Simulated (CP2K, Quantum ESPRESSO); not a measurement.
A CP2K input for a self-consistent single point of CoSi2 (Fm-3m, 3 atoms in the cell) (DFT PBE, GPW, DZVP-MOLOPT-SR-GTH basis, GTH-PBE potentials (GTH_POTENTIALS)):

```
&GLOBAL
  PROJECT cosi2
  RUN_TYPE ENERGY_FORCE
  PRINT_LEVEL MEDIUM
&END GLOBAL
&FORCE_EVAL
  METHOD Quickstep
  STRESS_TENSOR ANALYTICAL
  &DFT
    BASIS_SET_FILE_NAME BASIS_MOLOPT
    POTENTIAL_FILE_NAME GTH_POTENTIALS
    &QS
      METHOD GPW
      EPS_DEFAULT 1E-10
    &END QS
    &MGRID
      CUTOFF 600
      REL_CUTOFF 50
      NGRIDS 5
    &END MGRID
    &SCF
      SCF_GUESS ATOMIC
      EPS_SCF 1E-6
      MAX_SCF 100
      ADDED_MOS 5
      &DIAGONALIZATION
        ALGORITHM STANDARD
      &END DIAGONALIZATION
      &MIXING
        METHOD BROYDEN_MIXING
        ALPHA 0.2
        NBUFFER 10
      &END MIXING
      &SMEAR ON
        METHOD FERMI_DIRAC
        ELECTRONIC_TEMPERATURE [K] 1578.21
      &END SMEAR
    &END SCF
    &KPOINTS
      SCHEME MONKHORST-PACK 9 9 9
    &END KPOINTS
    &XC
      &XC_FUNCTIONAL PBE
      &END XC_FUNCTIONAL
    &END XC
    &PRINT
      &MO
        EIGENVALUES T
        OCCUPATION_NUMBERS T
        NDIGITS 8
        FILENAME mo
        &EACH
          QS_SCF 0
        &END EACH
        ADD_LAST NUMERIC
      &END MO
      &MULLIKEN ON
      &END MULLIKEN
    &END PRINT
  &END DFT
  &SUBSYS
    &CELL
      A 3.74567000 0.00000000 0.00000000
      B 1.87283500 3.24384600 0.00000000
      C 1.87283500 1.08128200 3.05832700
      PERIODIC XYZ
    &END CELL
    &COORD
      SCALED
      Co       0.00000000     0.00000000     0.00000000
      Si       0.75000000     0.75000000     0.75000000
      Si       0.25000000     0.25000000     0.25000000
    &END COORD
    &KIND Co
      BASIS_SET DZVP-MOLOPT-SR-GTH-q17
      POTENTIAL GTH-PBE-q17
    &END KIND
    &KIND Si
      BASIS_SET DZVP-MOLOPT-SR-GTH-q4
      POTENTIAL GTH-PBE-q4
    &END KIND
  &END SUBSYS
  &PRINT
    &FORCES ON
    &END FORCES
    &STRESS_TENSOR ON
    &END STRESS_TENSOR
  &END PRINT
&END FORCE_EVAL
```

Question: Write the same calculation as an input for Quantum ESPRESSO.

Answer: One input that does it (others would too):

```fortran
&CONTROL
   calculation = 'scf'
   prefix = 'cosi2'
   outdir = './out'
   pseudo_dir = './'
   tprnfor = .true.
   tstress = .true.
/
&SYSTEM
   ibrav = 0
   nat = 3
   ntyp = 2
   ecutwfc = 100
   occupations = 'smearing'
   smearing = 'fd'
   degauss = 0.0099958
/
&ELECTRONS
   conv_thr = 1.0e-11
/
ATOMIC_SPECIES
Co    58.9332  Co.upf
Si    28.0850  Si.upf
ATOMIC_POSITIONS {angstrom}
Co    0.0000000000    0.0000000000    0.0000000000
Si    3.9728835000    3.9728835000    3.9728835000
Si    1.3242945000    1.3242945000    1.3242945000
K_POINTS {automatic}
9 9 9  0 0 0
CELL_PARAMETERS {angstrom}
   0.0000000000     2.6485890000     2.6485890000
   2.6485890000     0.0000000000     2.6485890000
   2.6485890000     2.6485890000     0.0000000000
```

Basis settings and potentials, where a program has them, do not carry over. This input uses DFT, PBE, plane waves, PseudoDojo standard norm-conserving (PBE) pseudopotentials. Both were run: pressure 6.89 GPa in CP2K and 7.12 in Quantum ESPRESSO.

On Quantum ESPRESSO: the starting cell comes from a database of computed structures (which also holds hypothetical and non-ambient phases and stackings), without a prior relaxation at this level. Its lattice was rescaled by a random factor within 2.5 % of one. For this run, on top of that: lattice scaled by 0.98. Spin polarisation is off. With a pressure of about 7 GPa the cell is away from its equilibrium volume at this level.

On CP2K: the starting cell comes from a database of computed structures (which also holds hypothetical and non-ambient phases and stackings), without a prior relaxation at this level. Its lattice was rescaled by a random factor within 2.5 % of one. For this run, on top of that: lattice scaled by 0.98. Spin polarisation is off. Values carry the incompleteness of an atom-centred basis. With a pressure of about 7 GPa the cell is away from its equilibrium volume at this level.
